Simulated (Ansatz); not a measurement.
Electronic density of states of amorphous Si₃₀O₁₈, density 2.19 g/cm³, on a 2×2×2 Γ-centred mesh with a Gaussian width of 0.1 eV; energies count from the Fermi level, whose place inside the gap is arbitrary. Cell and mesh are small, so fine structure isn't converged. Calculation: PBE, scalar-relativistic without spin-orbit coupling (plane waves to 420 eV, PAW; Ansatz, an electronic-structure program). Sampling: a 2×2×2 Γ-centred mesh; Fermi-Dirac width 0.02 eV; no spin polarisation. The usual formal charges leave 84 electrons over, so the level spacing at the Fermi energy parts defect or band states and needn't be the band gap. At PBE the levels at the filled edge of the gap are localised (band-tail or defect states).

Preparation: random packing, a CHGNet melt and quench, and a DFT relaxation. O atoms were pushed apart under 1.9 Å during the dynamics, to hinder bonds among them. The hot cell started wider than the set density and was brought back towards it in steps. It is the lowest in DFT energy of 2 quenches. It is a model cell: composition and starting density were chosen by hand, and all elements were melted together. No dispersion term was used. Its density started from a set value of 2.20 and ended at 2.19 g/cm³. The quench (nominally 280 K/ps over its main leg) was far faster than any real one, so the model tends to hold more defects than a real film. A cell of this size samples the disorder only roughly. Volume and shape were free in the relaxation. On a 2×2×2 Γ-centred mesh force components of up to 0.37 eV/Å stay, since the relaxation ran on the zone centre alone.

```
E - EF (eV)  states/(eV atom)
-----------  ----------------
-12.00                   0.19
-11.90                   0.17
-11.80                   0.15
-11.70                   0.12
-11.60                   0.15
-11.50                   0.17
-11.40                   0.20
-11.30                   0.29
-11.20                   0.33
-11.10                   0.26
-11.00                   0.17
-10.90                   0.19
-10.80                   0.23
-10.70                   0.22
-10.60                   0.23
-10.50                   0.25
-10.40                   0.23
-10.30                   0.23
-10.20                   0.22
-10.10                   0.24
-10.00                   0.23
-9.90                    0.25
-9.80                    0.18
-9.70                    0.19
-9.60                    0.28
-9.50                    0.31
-9.40                    0.28
-9.30                    0.25
-9.20                    0.22
-9.10                    0.26
-9.00                    0.35
-8.90                    0.42
-8.80                    0.39
-8.70                    0.35
-8.60                    0.28
-8.50                    0.30
-8.40                    0.41
-8.30                    0.45
-8.20                    0.43
-8.10                    0.34
-8.00                    0.23
-7.90                    0.19
-7.80                    0.21
-7.70                    0.21
-7.60                    0.24
-7.50                    0.28
-7.40                    0.31
-7.30                    0.30
-7.20                    0.30
-7.10                    0.32
-7.00                    0.34
-6.90                    0.30
-6.80                    0.28
-6.70                    0.32
-6.60                    0.35
-6.50                    0.40
-6.40                    0.33
-6.30                    0.34
-6.20                    0.43
-6.10                    0.50
-6.00                    0.56
-5.90                    0.59
-5.80                    0.54
-5.70                    0.50
-5.60                    0.62
-5.50                    0.72
-5.40                    0.62
-5.30                    0.54
-5.20                    0.59
-5.10                    0.65
-5.00                    0.69
-4.90                    0.74
-4.80                    0.72
-4.70                    0.67
-4.60                    0.70
-4.50                    0.66
-4.40                    0.60
-4.30                    0.56
-4.20                    0.48
-4.10                    0.48
-4.00                    0.50
-3.90                    0.46
-3.80                    0.37
-3.70                    0.32
-3.60                    0.34
-3.50                    0.28
-3.40                    0.38
-3.30                    0.44
-3.20                    0.35
-3.10                    0.32
-3.00                    0.33
-2.90                    0.26
-2.80                    0.25
-2.70                    0.35
-2.60                    0.34
-2.50                    0.29
-2.40                    0.23
-2.30                    0.26
-2.20                    0.34
-2.10                    0.38
-2.00                    0.36
-1.90                    0.29
-1.80                    0.29
-1.70                    0.28
-1.60                    0.32
-1.50                    0.37
-1.40                    0.30
-1.30                    0.22
-1.20                    0.23
-1.10                    0.17
-1.00                    0.10
-0.90                    0.17
-0.80                    0.26
-0.70                    0.30
-0.60                    0.25
-0.50                    0.18
-0.40                    0.08
-0.30                    0.01
-0.20                    0.00
-0.10                    0.00
0.00                     0.00
0.10                     0.00
0.20                     0.00
0.30                     0.01
0.40                     0.04
0.50                     0.07
0.60                     0.11
0.70                     0.20
0.80                     0.25
0.90                     0.27
1.00                     0.20
1.10                     0.17
1.20                     0.23
1.30                     0.27
1.40                     0.29
1.50                     0.32
1.60                     0.29
1.70                     0.36
1.80                     0.43
1.90                     0.35
2.00                     0.33
2.10                     0.34
2.20                     0.31
2.30                     0.42
2.40                     0.45
2.50                     0.45
2.60                     0.41
2.70                     0.36
2.80                     0.35
2.90                     0.38
```

The level spacing at the Fermi energy on this mesh is 0.89 eV; the broadening fills part of it in the curve.
